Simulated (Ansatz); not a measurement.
The starting structures come from a database of crystals and need not be the phases stable at ambient conditions.

Inside the gap of an insulator the Bloch states are evanescent, with a wavenumber k + iκ along the transport direction.

Here is the system:

```xyz
18
Lattice="8.5648 0.0000 0.0000 1.7811 8.3775 0.0000 3.3405 -4.1254 5.3892" Properties=species:S:1:pos:R:3 pbc="T T T"
La     4.2009     5.3892     1.5214
La     7.5927     1.2004     1.5214
La     3.2368     1.2912     2.8652
La     9.3069     4.3721     4.3126
Cu     9.1447    -0.7162     4.4012
Cu     5.7529     3.4725     4.4012
Sb     8.3389     5.5675     0.9068
Sb     5.3651    -1.3372     4.4548
S      8.2543    -1.7597     2.4435
S     11.4271    -1.3917     4.1803
S      6.9587     4.1266     2.4435
S      5.9389     1.0997     4.1803
S      9.1556     1.4973     4.1760
S      4.8405     2.3725     0.7286
S     12.1503     3.9223     4.1760
S      1.8457    -0.0525     0.7286
S      5.0302    -0.9236     1.5695
S     10.1493     3.3317     1.4826
```

Space group of this cell: Ima2. The cell is taken as given.

Transport runs along the normal of the first two printed cell vectors.

The gap is the functional's own, uncorrected, and κ follows it; spin-orbit coupling is left out. Mid-gap values are interpolated between the computed energies.

### Question
Estimate the band gap and the smallest decay constant κ at mid-gap that r2SCAN (Ansatz, a program for electronic structure) returns for this system.

### Answer
Gap 1.69 eV on a 6×6×6 mesh; κ = 0.230 1/Å, at the zone centre.
